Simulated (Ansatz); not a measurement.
Ansatz (a quantum-chemistry and plane-wave program) run on Au (Fm-3m, 1 atom in the cell): self-consistent single point.

Level of theory: PBE, PAW files (plane waves; Ansatz).

The change in words: lattice scaled by 0.98. Reference geometry:
```
Au
1.0
    0.00000     2.04000     2.04000
    2.04000     0.00000     2.04000
    2.04000     2.04000     0.00000
Au
1
Direct
  0.00000   0.00000   0.00000
```

Reference input (self-consistent single point, DFT, PBE, plane waves, PAW files): kpoints.mp_grid.grid = 18 18 18; hamiltonian.xc = pbe; hamiltonian.pseudopotentials = {kind: paw} (an earlier, softer set of the program's PAW files); scf.occupations.method = gaussian; scf.occupations.width = 0.1 eV. This run's input differs from it in these lines:

```diff
@@ -2,5 +2,5 @@
   lattice:
-    - [0.000000, 2.040000, 2.040000]
-    - [2.040000, 0.000000, 2.040000]
-    - [2.040000, 2.040000, 0.000000]
+    - [0.000000, 1.999200, 1.999200]
+    - [1.999200, 0.000000, 1.999200]
+    - [1.999200, 1.999200, 0.000000]
   atoms:
```

Log, with long lists cut:

```
SCF iter   1: F=—  HF=-13151.332043 eV  |F-HF|=—  |Δ(HF+E_count)|=         —  Δρ=6.97e-2  dr2=8.22e-1  ethr=3.10e-3  ⟨swp⟩=4.2  Hψ=13226  notcnv=0
all-band conjugate gradients solve this SCF's bands
preconditioner: auto → none
SCF iter   2: F=—  HF=-13151.134747 eV  |F-HF|=—  |Δ(HF+E_count)|=   1.97e-1  Δρ=3.30e-2  dr2=1.78e-1  ethr=3.10e-3  ⟨swp⟩=2.0  Hψ=5074  notcnv=0  defer=74
SCF iter   3: F=—  HF=-13151.084393 eV  |F-HF|=—  |Δ(HF+E_count)|=   5.04e-2  Δρ=4.56e-3  dr2=1.31e-3  ethr=9.35e-4  ⟨swp⟩=2.0  Hψ=4346  notcnv=0  defer=74
SCF iter   4: F=—  HF=-13151.085863 eV  |F-HF|=—  |Δ(HF+E_count)|=   1.47e-3  Δρ=5.11e-4  dr2=2.87e-5  ethr=6.89e-6  ⟨swp⟩=2.2  Hψ=4692  notcnv=0  defer=74
SCF iter   5: F=—  HF=-13151.085860 eV  |F-HF|=—  |Δ(HF+E_count)|=   3.10e-6  Δρ=2.52e-5  dr2=3.63e-8  ethr=5.26e-10  ⟨swp⟩=5.6  Hψ=15159  notcnv=0
SCF iter   6: F=-13151.085860 eV  HF=-13151.085860 eV  |F-HF|=1.12e-8  |Δ(HF+E_count)|=   2.63e-8  Δρ=9.73e-6  dr2=1.40e-8  ethr=1.91e-10  ⟨swp⟩=2.0  Hψ=8575  notcnv=0
SCF 1 converged in 6 iterations: F = -13151.085860 eV  dr2 = 1.40e-8
Free energy (F): -13151.085860 eV
Internal energy: -13151.084389 eV  (E = F + TS)
E sigma→0 (E₀):  -13151.085124 eV
Entropy (-TS):   -0.001471 eV (-1.471 meV/atom)
Fermi energy:    22.430727 eV
--- Forces (eV/Å), atoms counted from 1 ---
  atom   1  Au    -0.00000000     0.00000000     0.00000000
--- Stress (GPa, compression-positive) ---
       23.290219       0.000000       0.000000
       -0.000000      23.290219       0.000000
       -0.000000       0.000000      23.290219
  P = ⅓ Tr σ = 23.2902 GPa (232.902 kbar)
  The stress holds the Pulay correction. Without it, at fixed plane waves, as pw.x and ABINIT print it: P = 23.2188 GPa
```

The run converged in 6 iterations. Against the reference run the free energy goes up by 99.4 meV/atom and the pressure goes from 9.48 to 23.29 GPa.

The starting cell has typed, rounded lattice constants, without a prior relaxation at this level. For this run, on top of that: lattice scaled by 0.98. With a pressure of about 23 GPa the cell is away from its equilibrium volume at this level. Ansatz's pressure includes its estimate of the finite-basis (Pulay) stress.

Keys are those of Ansatz 0.2.
